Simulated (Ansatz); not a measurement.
Start from SiGe in the wurtzite structure (space group P6_3mc, No. 186; a = 3.900 Å, c = 6.443 Å; a model cell, its experimental status unchecked).

It is then changed as follows: cell and atoms relaxed at a pressure of 15 GPa.

Levels (all Ansatz, a program for electronic structure, PAW, earlier PAW set): PBEsol (420 eV, scalar-relativistic without spin-orbit coupling); HSE06 (420 eV, spin-orbit coupling left out).

The geometry is relaxed with PBEsol.

* **PBEsol lowest conduction level above the VBM at special points**: M 0.09 eV; K 0.40 eV; L 0.59 eV; Γ 0.82 eV

Question: How does going to HSE06 change the lowest conduction level above the VBM at special points?

Answer: The lowest conduction level above the VBM at special points becomes M 0.70 eV; K 1.00 eV; L 1.26 eV; Γ 1.57 eV (PBEsol: M 0.09 eV; K 0.40 eV; L 0.59 eV; Γ 0.82 eV).

Single points use the geometry relaxed with PBEsol. The hybrid gap comes from the SCF mesh plus the semilocal run's edge points and a few special points and is an upper bound. The levels and masses belong to the bands next to the band gap. Load acts through the strain it causes; cell and atoms are relaxed under it. No phonon test of stability was made. No other phases were tried under pressure.
